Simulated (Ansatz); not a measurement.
Results of r²SCAN-D4 (PAW; Ansatz, a first-principles code) for FeGe (P6/mmm, No. 191; cell taken from a computed entry).

Run with plane-wave cutoff 500 eV, 12×12×10 k mesh (along the axes of the cell as run), Fermi–Dirac smearing 0.05 eV, spin-polarised start, scalar-relativistic PAW data made under PBE.

Computed at the level's own relaxed cell.

**Question.** Estimate the volume per atom, lattice constant a and lattice parameter c that the calculation returns.

**Answer.** 
- volume per atom = 14.60 Å³/atom
- lattice constant a = 4.970 Å
- lattice parameter c = 4.094 Å

The run finds no gap.

Note: the magnetic order was assumed, not searched for or taken from measurement; the relaxation could not lower the start's symmetry, so the cell can be a saddle point above a distorted one.

Computing time: around 7 core-minutes (rough).
